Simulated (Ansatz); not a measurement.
A constructed model of the (0001) surface of hcp Ru, p(2x2) layer of Sn, one a cell, on the site that continues the host's stacking (bottom of the slab: a bare face, its two planes held)

The numbers are results of PBE (plane waves to 420 eV, PAW; Ansatz, a quantum-chemistry and plane-wave program), not measurements.

Model: 25-atom slab, 13.3 Å thick at the start with caps and adatoms (thin: gaps and levels are the slab's own), 8x8x1 mesh, Fermi-Dirac 0.1 eV, dipole correction, 8 atoms held, the rest relaxed; symmetry of the start imposed; no spin, no spin-orbit, no U. It is one candidate, not shown to be the stable structure of the face.

```
Quantity                                                        Value
-----------------------------  --------------------------------------
work function of the top face                                 4.46 eV
energy released by relaxation                                 0.43 eV
cost                           about 12 core-minutes (a rough figure)
```
